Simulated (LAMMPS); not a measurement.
One fault surface with several potentials: a slab of W (bcc) cut on the (-2-13) plane, one half shifted rigidly along [111] of the cubic cell, atoms relaxed along the normal alone.

Interatomic potentials used:
- EAM-type W_zhou.eam.alloy: classical force field (static), pair style eam/alloy, file W_zhou.eam.alloy (LAMMPS); Zhou et al, Acta Mater, 49, 4005 (2001)
- MEAM WL.meam: classical force field (static), pair style meam, file WL.meam (LAMMPS); Lee, Baskes, Kim, Cho. Phys. Rev. B, 64, 184102 (2001)
- SNAP W_2940_2017_2.snap: machine-learned potential (static), pair style snap, file W_2940_2017_2.snap (LAMMPS); Wood, M. A. and Thompson, A. P. "Quantum-Accurate Molecular Dynamics Potential for Tungsten" arXiv:1702.07042 [physics.comp-ph]

```
potential                  largest along the first shift
-------------------------  -----------------------------
EAM-type W_zhou.eam.alloy                     1960 mJ/m²
MEAM WL.meam                                  1810 mJ/m²
SNAP W_2940_2017_2.snap                       1650 mJ/m²
```
